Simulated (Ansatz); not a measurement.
Take CoSi2 (space group Fm-3m, No. 225; a = 5.360 Å; non-magnetic) as the base.

Levels (all Ansatz, an electronic-structure program, PAW): PBE (420 eV, no spin-orbit coupling); r2SCAN (500 eV, no spin-orbit coupling).

Levels that relaxed their own cell: PBE and r2SCAN.

```json
[
 {"level": "PBE", "lattice parameter a": "5.360 Å"},
 {"level": "r2SCAN", "lattice parameter a": "5.315 Å"}
]
```

Measured: lattice parameter a 5.365 Å (room temperature; as listed in Ganesh Hegde, R. Chris Bowen, Applied Physics Letters (2014)).

Computed minus measured — lattice parameter a: PBE -0.1 %, r2SCAN -0.9 % (closest: PBE). Measured values not marked as corrected hold thermal and zero-point effects that the static-lattice runs lack.

Stability against distortions was not tested. Seeded moments were not kept for the base. All final runs are without spin polarisation. An odd electron count without spin: CoSi2.
